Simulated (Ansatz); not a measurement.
Functionals compared on a constructed model of the (111) surface of fcc Ni, ferromagnetic, a pseudomorphic layer of Pt in the host's stacking (bottom of the slab: a bare face, its two planes held), in Ansatz (plane waves, PAW). The structure was relaxed with PBE; the other rows are single points on it. Cutoff 420 eV.

Model: 7-atom slab, 12.5 Å thick at the start, 17x17x1 mesh, Fermi-Dirac 0.1 eV, dipole correction, 2 atoms held, the rest relaxed; start symmetry kept, larger cells not searched; spin-polarised, ending with about 4.1 μB a cell; orders that need a larger cell were not tried, no spin-orbit, no U. It is one candidate, not shown to be the stable structure of the face. These notes are the PBE run's.

```csv
functional,work function of the top face (eV),magnetic moment of the cell (μB),rough cost of the single point
PBE,5.43,4.12,–
RPBE,(withheld),4.15,very roughly 2.7 core-minutes
```

Task: Complete the blanks.

Result: 
- RPBE, work function of the top face (eV): 5.27

Ansatz is an electronic-structure program.
